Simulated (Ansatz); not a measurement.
System: Al₃BC₃ (P6₃/mmc, No. 194, 14 atoms in the cell; start mp-1214836). Method: G0W0@PBEsol (Ansatz, a quantum-chemistry and plane-wave program, hard PAW, contour deformation).

The cell is the one relaxed with PBEsol. Conventional cell: a = 3.4110 Å, b = 3.4110 Å, c = 15.7866 Å, α = 90.00°, β = 90.00°, γ = 120.00°.

The quasiparticle gap at Γ at a fixed k mesh 3×3×1:

```csv
response cutoff,value (eV)
"175 eV, 1536 empty bands",4.058
"210 eV, 2019 empty bands",4.072
"280 eV, 3109 empty bands",4.088
"350 eV, 4345 empty bands",4.097
```

Question: Taking the value to converge with the response cutoff E as E^(−3/2), extrapolate from the last two rows.

Answer: With y = y∞ + c/w and weights w = 4685 and 6548 for the last two rows, y∞ = (w2 y2 − w1 y1)/(w2 − w1) = (6548 × 4.097 − 4685 × 4.088)/1863 = 4.120 eV, which lies 0.023 beyond the last row. Successive pairs of rows give 4.117, 4.118, 4.120. The limit also hangs on the law assumed, so its last digits aren't firm.

The other settings are not extrapolated, so this is the limit in one setting alone.

At the last cutoff the smallest gap on this mesh is 3.45 eV, with an edge away from Γ.

A start named mp-… is a Materials Project structure, which need not be a measured phase.
